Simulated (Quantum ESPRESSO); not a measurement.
A working Quantum ESPRESSO input for HfB (Fm-3m, 2 atoms in the cell) (DFT, LDA (PZ), plane waves, PSlibrary ultrasoft (LDA) pseudopotentials):

```fortran
&control
  calculation = 'scf'
  prefix = 'scf'
  outdir = './tmp/'
  pseudo_dir = './'
  tprnfor = .true.
  tstress = .true.
/
&system
  ibrav = 0
  nat = 2
  ntyp = 2
  ecutwfc = 55
  ecutrho = 385
  occupations = 'smearing'
  smearing = 'gaussian'
  degauss = 0.019992
/
&electrons
  conv_thr = 1.0e-11
  mixing_beta = 0.3
/
ATOMIC_SPECIES
Hf   178.4900  Hf.pz-spn-rrkjus_psl.1.0.0.UPF
B     10.8100  B.pz-n-rrkjus_psl.1.0.0.UPF
ATOMIC_POSITIONS crystal
Hf    0.5000000000    0.5000000000    0.5000000000
B     0.0000000000    0.0000000000    0.0000000000
K_POINTS automatic
15 15 15  0 0 0
CELL_PARAMETERS angstrom
   0.0000000000     2.4189000000     2.4189000000
   2.4189000000     0.0000000000     2.4189000000
   2.4189000000     2.4189000000     0.0000000000
```

The run converged in 11 iterations: free energy E − TS -1785.8893 eV; Fermi level (on the code's own zero) 12.48 eV; pressure -9.51 GPa. Each of these slips is then made, one at a time:

(1)
```diff
+  celldm(1) = 6.464453
```

(2)
```diff
-15 15 15  0 0 0
+15 15 15
```

Question: How does each altered input end?

Answer: 
(1) The cell or its scale given twice. The program stopped before any SCF iteration.
```
Error in routine cell_base_init (2):
lattice parameter specified twice
```

(2) An automatic mesh without its three shifts. The program stopped before any SCF iteration.
```
Error in routine card_kpoints (1):
end of file while reading automatic k points
```

The starting cell comes from a database of computed structures (which also holds hypothetical and non-ambient phases and stackings), without a prior relaxation at this level. In the base run, with a pressure of about -10 GPa the cell is away from its equilibrium volume at this level.

Left out of this page: 3 runs of the series outside the window shown, repeating another row's setting, or not comparable.
